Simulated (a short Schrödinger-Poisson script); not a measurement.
Stack: symmetric double-gate stack, SiO2 on p-type Si(111), at 300 K.

```csv
layer,material,thickness (nm),Na (cm⁻³)
1,SiO2,2.2,-
2,Si,8,2e17
3,SiO2,2.2,-
```

Constants are typed, rounded textbook-type inputs, not results; the design itself was drawn at random and stands for no fabricated device. SiO2: permittivity 3.9, conduction-band edge (eV) 3.15, gap (eV) 9, electron mass (mₑ) 0.5. Si: permittivity 11.7, conduction-band edge (eV) 0, gap (eV) 1.124, Nv at 300 K (cm⁻³) 3.1e19.

Channel valleys (confinement mass, in-plane density-of-states mass, number): Δ6 0.258, 0.358, 6. At the gates, both at one voltage, the conduction-band edge of layer 1 lies 3.65 eV − eVg above the Fermi level of the channel. Gaps are held at their typed values at every temperature. Mesh 0.03 nm at interfaces.

From a short Schrödinger-Poisson script (our own, NumPy): 1D Poisson equation in equilibrium, electrons classical, Boltzmann, parabolic valleys, classical holes, full ionisation, no traps, pinning or gate leakage.

The same stack at other levels of the model or other numerical settings:

| run | sheet density of all electrons at Vg = 1.9 V (cm⁻²) | sheet density of all electrons at Vg = 0.7 V (cm⁻²) | capacitance of both gates at Vg = 1.9 V (μF/cm²) | rough cost against the base |
|---|---|---|---|---|
| base | 2.57e13 | 4.04e12 | 3.01 | about 1 |
| electrons treated as classical, Fermi-Dirac | 2.49e13 | 4.00e12 | 2.88 | 4 |
| electrons treated as quantum, Hartree | 2.13e13 | 3.22e12 | 2.56 | 20 |
| mesh six times as coarse | 2.54e13 | 4.00e12 | 2.97 | about 1 |

The classical rows ignore confinement, and Boltzmann statistics overrate the density once the band edge passes the Fermi level.
